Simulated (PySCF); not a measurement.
PySCF 2.14.0, PBE/def2-svpd, df: Au(Br)(MeCN) (CC#[N]->[Au][Br]), 8 atoms. The geometry is a generated start, not checked to be a minimum at this level.

| Property | Result |
|---|---|
| task | energy |
| method | pbe |
| basis | def2-svpd |
| two-electron scheme | density fitting |
| mol.max_memory | 3000 MB |
| mf.max_cycle | 100 |
| mf.conv_tol | 1e-09 (default) |
| mf.grids.level | 3 (default) |
| effective core potentials | those of the basis set, past Kr |
| basis functions | 160 |
| grid points | 116296 |

```xyz
8

Au    -0.4413     2.0536    -1.7432
Br    -0.8223     3.7969    -3.2138
C      0.2889    -1.3374     1.1365
C      0.0551    -0.2638     0.2309
N     -0.1263     0.5879    -0.5174
H      0.1112    -0.9973     2.1568
H      1.3205    -1.6786     1.0438
H     -0.3859    -2.1614     0.9064
```

Charge 0 and multiplicity 1 are set for this test and not shown to be the ground state.

With the defaults (mf.DIIS = CDIIS, mf.diis = true, mf.diis_space = 8, mf.level_shift = 0, mf.init_guess = minao, mf.diis_damp = 0) it converges in 16 Fock builds. One run each on 2 threads, 1 BLAS thread, with these changes:
- mf.DIIS = EDIIS
- mf.diis = false
- mf.diis_space = 5
- mf.diis_damp = 0.3
- mf.diis_space = 12
- mf.level_shift = 0.1 Hartree
- mf.level_shift = 1 Hartree
- mf.init_guess = mod_huckel
- mf.DIIS = ADIIS

Question: Which runs fail or end elsewhere than the default run?

Answer: No convergence: mf.DIIS = EDIIS; mf.diis = false (the run ends without SCF convergence in 100 cycles). The rest reach the solution of the defaults.

| setting | Fock builds | end |
|---|---|---|
| mf.diis_damp = 0.3 | 15 | same solution |
| the defaults | 16 | same solution |
| mf.diis_space = 12 | 16 | same solution |
| mf.level_shift = 0.1 Hartree | 16 | same solution |
| mf.diis_space = 5 | 19 | same solution |
| mf.init_guess = mod_huckel | 19 | same solution |
| mf.DIIS = ADIIS | 32 | same solution |
| mf.level_shift = 1 Hartree | 63 | same solution |
| mf.DIIS = EDIIS | 101 | no convergence |
| mf.diis = false | 101 | no convergence |
